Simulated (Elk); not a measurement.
Worked example: self-consistent single point of NaCl (Fm-3m, 2 atoms in the cell) in Elk.

Method: PBE, all-electron FP-LAPW, Elk's shipped species files, APW+lo basis with extra local orbitals (Elk).

The change in words: lattice scaled by 0.98. Reference geometry:
```
NaCl
1.0
    0.00000     2.82000     2.82000
    2.82000     0.00000     2.82000
    2.82000     2.82000     0.00000
Na Cl
1 1
Direct
  0.00000   0.00000   0.00000
  0.50000   0.50000   0.50000
```

Reference input (self-consistent single point, DFT, PBE, all-electron FP-LAPW, Elk's shipped species files, APW+lo basis with extra local orbitals): xctype = 20; rgkmax = 8; stype = 3; swidth = 0.000734986 Ha; ngridk = 10 10 10; gmaxvr = 16 1/bohr; nxlo = 2; lorbcnd = true; lmaxi = 2. This run's input differs from it in these lines:

```diff
@@ -28,5 +28,5 @@
 avec
-    0.0000000000    5.3290276714    5.3290276714
-    5.3290276714    0.0000000000    5.3290276714
-    5.3290276714    5.3290276714    0.0000000000
+    0.0000000000    5.2224471180    5.2224471180
+    5.2224471180    0.0000000000    5.2224471180
+    5.2224471180    5.2224471180    0.0000000000
```

Output, abridged:

```
│ Self-consistent loop started │
│ Loop number : 1 │
 total energy                :     -627.723066853
│ Loop number : 2 │
 total energy                :     -627.679080189
RMS change in Kohn-Sham potential (target) :   0.7985034508     (  0.1000000000E-05)
Absolute change in total energy (target)   :   0.4398666428E-01 (  0.1000000000E-03)
│ Loop number : 3 │
 total energy                :     -626.174501790
RMS change in Kohn-Sham potential (target) :   0.4765633084     (  0.1000000000E-05)
Absolute change in total energy (target)   :    1.515575065     (  0.1000000000E-03)
│ Loop number : 4 │
   [... lines left out ...]
Absolute change in total energy (target)   :   0.3807272490E-03 (  0.1000000000E-03)
│ Loop number : 13 │
 total energy                :     -624.146895187
RMS change in Kohn-Sham potential (target) :   0.1873184246E-06 (  0.1000000000E-05)
Absolute change in total energy (target)   :   0.1329442198E-03 (  0.1000000000E-03)
│ Loop number : 14 │
 total energy                :     -624.146896080
RMS change in Kohn-Sham potential (target) :   0.4825503789E-07 (  0.1000000000E-05)
Absolute change in total energy (target)   :   0.3234286100E-04 (  0.1000000000E-03)
Convergence targets achieved

│ Loop number : 15 │

Energies :
 Fermi                       :     0.170892150853E-02
 total energy                :     -624.146896156

Density of states at Fermi energy :   0.1360510046E-06
 (states/Hartree/unit cell)

Estimated indirect band gap :   0.1936727886
 from k-point      1 to k-point      1
Estimated direct band gap   :   0.1936727886
 at k-point      1

Charges :
 core                        :    12.00000000
 valence                     :    16.00000000
 interstitial                :    2.240323051
 muffin-tins (core leakage)
  species :    1 (Na)
   atom    1                 :    10.05345896     (  0.1332267630E-14)
  species :    2 (Cl)
   atom    1                 :    15.70621799     (  0.1544063899E-04)
 total in muffin-tins        :    25.75967695
 total calculated charge     :    27.99818706
 total charge                :    28.00000000
 error                       :   0.1812942571E-02

│ Self-consistent loop stopped │
```

The run converged in 15 iterations. The count includes the last loop, which Elk runs after its targets are met. Against the reference run the free energy goes up by 16.4 meV/atom and the gap on the mesh goes from 5.044 to 5.270 eV.

The starting cell has typed, rounded lattice constants, without a prior relaxation at this level. For this run, on top of that: lattice scaled by 0.98. Values depend on the basis (sphere radii, cutoffs, local orbitals), which need not be converged.
